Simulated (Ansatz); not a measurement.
**Effect of pressure −1 GPa on BaMnO3**

Start from BaMnO3 in the cubic perovskite structure (space group Pm-3m, No. 221; a = 3.881 Å; ferromagnetic; a cell from a computed database, its experimental status unchecked).

One thing is altered: hydrostatic tension (pressure −1 GPa).

Computed with PBEsol (Ansatz, a quantum-chemistry and plane-wave program, PAW, without spin-orbit coupling). Γ-centred 12×12×12 mesh, Fermi–Dirac width 0.05 eV.

```tsv
quantity	base	changed	shift
volume per atom	11.69 Å³	11.76 Å³	+0.07 Å³
density	6.83 g/cm³	6.79 g/cm³	-0.04 g/cm³
lattice parameter a	3.881 Å	3.888 Å	+0.007 Å
shortest interatomic distance	1.940 Å	1.944 Å	+0.004 Å
enthalpy H = E + PV relative to the base's energy	–	-0.07 eV/atom	–
band gap	zero	zero	–
magnetic state	ferromagnetic	ferromagnetic	–
largest site moment	2.41 μB	2.42 μB	+0.01 μB
```

Load acts through the strain it causes; cell and atoms are relaxed under it. Stability against distortions was not tested. No Hubbard U is applied and the magnetic state is the run's own (BaMnO3 ferromagnetic); other magnetic orders, which need larger cells, were not tried and can change the gap. Many cubic perovskites are stable only at high temperature; tilts and polar distortions were not tested.
